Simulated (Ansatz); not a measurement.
Consider P vacancy in zinc-blende GaP, charge state +1. The step: one P atom jumps into the vacancy from a nearby P site; the atom moves 3.93 Å along (0.00, -0.51, -0.50) of the unit cell; the moving atom starts with neighbours Ga at 2.32, 2 Ga at 2.39, Ga at 2.41 Å and ends with 3 Ga at 2.38, Ga at 2.40 Å. A PBE band in Ansatz (plane-wave PAW, one k-point at (0.250, 0.250, 0.250), 64 host sites, 141 SCF runs with any check of the saddle's order, static, no finite-size correction) gives a forward barrier of 2.25 eV. The program found a first-order saddle point. The charge state is imposed; whether it is stable for some Fermi level was not computed. Forms of the defect that were not tried may lie lower.

Single points at the band's start and saddle point can refine it. Rough cost of one point, in units of the band's mean SCF on the same machine:

```csv
Level,Cost of one point
"PBE, a 2×2×2 k-point mesh shifted by half a step",about 4
"r2SCAN at 500 eV, one k-point at (0.250, 0.250, 0.250)",under 2
```

Q: Which of these move the barrier by more than 0.1 eV, and how far does each move it?

A: PBE, a 2×2×2 k-point mesh shifted by half a step: +0.05 eV; r2SCAN at 500 eV, one k-point at (0.250, 0.250, 0.250): +0.29 eV. Each functional is compared with PBE at the same k-points.

Ansatz is a program for electronic structure.
